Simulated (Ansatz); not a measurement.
Defect: interstitial O in anatase TiO2, charge state -2. All values below come from PBE, PAW (plane waves to 420 eV; Ansatz, a first-principles code).

108-site cell at the relaxed PBE lattice, the Γ point alone, smearing 0.01 eV, spin-restricted, no finite-size correction. Energies are static. The charge state is imposed; whether it is stable for some Fermi level was not computed. Sites that were not tried may lie lower. The start lies 0.070 eV above the lowest site run (PBE). The order of the sites in energy changes with the mesh.

Barriers: single points on a 2×2×2 k-point mesh shifted by half a step at the bands' geometries.

The step: a concerted move, in which O travels most. Atoms about the jump, Cartesian Å from the middle of the jump, before and after:

```
atom     x0     y0     z0     x1     y1     z1
----  -----  -----  -----  -----  -----  -----
O1    -0.47   0.17  -0.32   0.47  -0.17   0.32
Ti2   -1.37  -1.04   0.77  -1.12  -1.26   0.82
Ti3    0.42  -1.04  -1.42   0.48  -1.26  -1.47
O4     0.56  -1.70   0.58   0.48  -2.34   0.32
O5     0.86   0.76  -2.14   0.48   0.68  -2.04
O6    -1.81   0.76   1.49  -1.59   0.68   1.33
O7    -1.50  -1.71  -1.22  -1.42  -1.26  -1.14
Ti8    2.32  -1.35   0.90   2.06  -1.26   0.82
O9     2.31   0.62   1.28   2.54   0.68   1.33
O10    0.46   2.60   0.50   0.48   2.61   0.49
O11    2.36  -1.20  -1.08   2.37  -1.26  -1.13
Ti12   0.47   2.59  -1.55   0.48   2.53  -1.55
Ti13  -1.42   2.59   0.90  -1.42   2.53   0.90
O14   -1.41   2.60  -1.14  -1.42   2.51  -1.12
O15   -1.31  -1.21   2.83  -1.24  -1.26   2.84
Ti16   2.37   2.51   0.90   2.37   2.53   0.90
O17    2.39   2.62  -1.08   2.37   2.51  -1.12
O18   -3.31  -1.20   0.43  -3.32  -1.26   0.46
Ti19  -1.45   0.66   3.34  -1.43   0.64   3.28
O20    0.48   0.66   3.70   0.48   0.70   3.70
O21    2.37  -1.28   2.91   2.19  -1.26   2.84
O22    0.59  -3.15  -1.95   0.48  -3.19  -2.04
O23   -1.53  -3.15   1.30  -1.59  -3.20   1.33
O24    0.36  -1.21  -3.48   0.48  -1.26  -3.55
Ti25  -3.27  -1.35  -1.55  -3.32  -1.26  -1.44
Ti26   2.37   0.61   3.29   2.38   0.64   3.28
```

Question: Give the saddle-point geometry and the barrier.

Answer: 
```tsv
atom	x	y	z
O1	0.10	-0.01	0.07
Ti2	-1.21	-1.13	0.80
Ti3	0.46	-1.14	-1.44
O4	0.55	-2.16	0.48
O5	0.60	0.72	-2.11
O6	-1.73	0.73	1.40
O7	-1.46	-1.47	-1.19
Ti8	2.18	-1.33	0.86
O9	2.41	0.64	1.30
O10	0.47	2.64	0.50
O11	2.35	-1.21	-1.10
Ti12	0.46	2.58	-1.55
Ti13	-1.42	2.58	0.90
O14	-1.42	2.51	-1.12
O15	-1.25	-1.23	2.82
Ti16	2.36	2.52	0.90
O17	2.36	2.53	-1.11
O18	-3.31	-1.20	0.44
Ti19	-1.46	0.66	3.29
O20	0.47	0.70	3.68
O21	2.24	-1.27	2.88
O22	0.55	-3.15	-2.00
O23	-1.59	-3.17	1.32
O24	0.42	-1.23	-3.55
Ti25	-3.30	-1.27	-1.49
Ti26	2.35	0.62	3.27
```
It lies 0.24 eV above the start and 0.31 eV above the end. The saddle point's order was not checked.
